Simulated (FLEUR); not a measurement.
Input and output of a self-consistent single point for Ga2Cu (P4/mmm, 3 atoms in the cell) (FLEUR).

Level of theory: PBEsol, all-electron FLAPW (FLEUR), scalar-relativistic valence run with FLEUR.

```
CELL_PARAMETERS angstrom
      2.79944     0.00000     0.00000
      0.00000     2.79944     0.00000
      0.00000     0.00000     5.80334
ATOMIC_POSITIONS crystal
  Ga 0.50000 0.50000 0.28432
  Ga 0.50000 0.50000 0.71568
  Cu 0.00000 0.00000 0.00000
```

Reference input (self-consistent single point, DFT, LDA (Perdew-Zunger), all-electron FLAPW (FLEUR), scalar-relativistic valence): Kmax = 4.3 1/bohr; GmaxXC = 17.2 1/bohr; xcFunctional = pz; jspins = 1; l_soc = F; mode = gauss; fermiSmearingEnergy = 0.00499791 Htr; mesh (inpgen div1-3) = 8 8 4; inpgen gamma flag = true; Gmax = 17.2 1/bohr; numbands = 0; maxIterBroyd = 40. This run's input differs from it in these lines:

```diff
@@ -15,3 +15,3 @@
 &comp jspins=1 /
-&exco xctyp='pz' /
+&exco xctyp='PBEs' /
 &kpt div1=8 div2=8 div3=4 gamma=t /
@@ -28,3 +28,3 @@
       <coreElectrons ctail="T" frcor="F" kcrel="0" coretail_lmax="0"/>
-      <xcFunctional name="pz" relativisticCorrections="F"/>
+      <xcFunctional name="PBEs" relativisticCorrections="F"/>
       <magnetism jspins="1"/>
```

The program printed (abridged):

```
 Iteration:     1   Distance:      29.63499282 me/bohr^3
 Iteration:     2   Distance:      16.92841739 me/bohr^3
 Iteration:     3   Distance:       6.33792185 me/bohr^3
 Iteration:     4   Distance:       6.33561562 me/bohr^3
 Iteration:     5   Distance:       5.53004773 me/bohr^3
   [... 10 lines left out ...]
 Iteration:    16   Distance:       0.00007253 me/bohr^3
 Iteration:    17   Distance:       0.00001384 me/bohr^3
 Iteration:    18   Distance:       0.00001721 me/bohr^3
 Iteration:    19   Distance:       0.00000274 me/bohr^3
 Reset of history
 Run finished successfully
 Stop message:
   Structural relaxation: new displacements generated

[file out, last iteration]
             iter=     20
[...]
          total density-effective poten   -8.8141591524E+03
          total charge density-energy d   -2.1472360625E+02
 Updated energy parameters for spin:           1
[...]
 fermi energy and band-weighting factors:

[...]
FERMIE:
          first approx. to ef    (T=0)  :   0.309254 htr   (energy of the highest occ. eigenvalue)
          number of occ. states  (T=0)  :        832
          first approx. to seigv (T=0)  :  -2.241167 htr
          sum of weights of occ. states :  18.523438
          sum of semicore charge        :   0.000000 e
          fermi energy=   0.31071 har   work function=  -8.45496 ev
          number of valence electrons=  37.00000
   [... lines left out ...]
          total moment                 =     0.00000
 Direct bandgap for spin            1 :    1.9326433700587342E-002  Htr
 ---->    free energy=                     -5539.0363358377 htr
   [... lines left out ...]
      extrapolation for T->0
 ---->    total electron energy=           -5539.0363358377 htr
 ***** TOTAL FORCES ON ATOMS *****
 TOTAL FORCE FOR ATOM TYPE=  1  X=  2.645   Y=  2.645   Z=  3.118
                       FX_TOT= 0.000000 FY_TOT= 0.000000 FZ_TOT=-0.001296
 TOTAL FORCE FOR ATOM TYPE=  2  X=  0.000   Y=  0.000   Z=  0.000
                       FX_TOT= 0.000000 FY_TOT= 0.000000 FZ_TOT= 0.000000
```

The run converged in 19 iterations. FLEUR gives forces in its relaxation mode, with a further iteration, so its stop message speaks of a relaxation. Against the reference run the largest force goes from 0.159 to 0.067 eV/Å.

The starting cell comes from a database of computed structures (which also holds hypothetical and non-ambient phases and stackings), without a prior relaxation at this level. Spin polarisation is off. Values depend on the basis (sphere radii, cutoffs, local orbitals), which need not be converged. The log's line on a gap gives a spacing of levels on this mesh, which the program prints for metals too.

Cost on one core of a shared machine: roughly 90 s.
